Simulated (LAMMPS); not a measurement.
Pressure dependence of SiO2 (stishovite, a high-pressure form) at 1440 K, from the crystal.

All values are model results, not measurements: classical MD, pair style vashishta, file SiO.1994.vashishta; code LAMMPS.

```json
[
 {"P (GPa)": "0", "state": "solid that has left the starting structure; no diffusion seen in 30 ps", "volume": "17.11 ± 0.03 Å³/atom", "coordination number of O by Si": "1.94 (counted to 2.26 Å)"},
 {"P (GPa)": "2", "state": "solid that has left the starting structure; no diffusion seen in 30 ps", "volume": "15.38 ± 0.02 Å³/atom", "coordination number of O by Si": "1.96 (counted to 2.18 Å)"},
 {"P (GPa)": "5", "state": "solid that has left the starting structure; no diffusion seen in 30 ps", "volume": "14.22 ± 0.01 Å³/atom", "coordination number of O by Si": "1.96 (counted to 2.22 Å)"}
]
```

Caution: enthalpy drifts during the constant-pressure average: a transition or slow ageing; fluctuation values are void.

Caution: with SiO.1994.vashishta the 0 K volume of this crystal is 40 % off the measured one.

States go by the mean squared displacement: a species diffuses where it passes 1.5 Å², still rises and gives D over 1e-6 cm²/s; a crystal has left its structure where atoms lie 0.35 Å off their sites on average or a cubic box changes its shape by 3 %, or the axial ratios of another lie 8 % off the starting cell's, which the potential's own relaxation can also do.

The ± values are statistical; the model's systematic error is not in them.
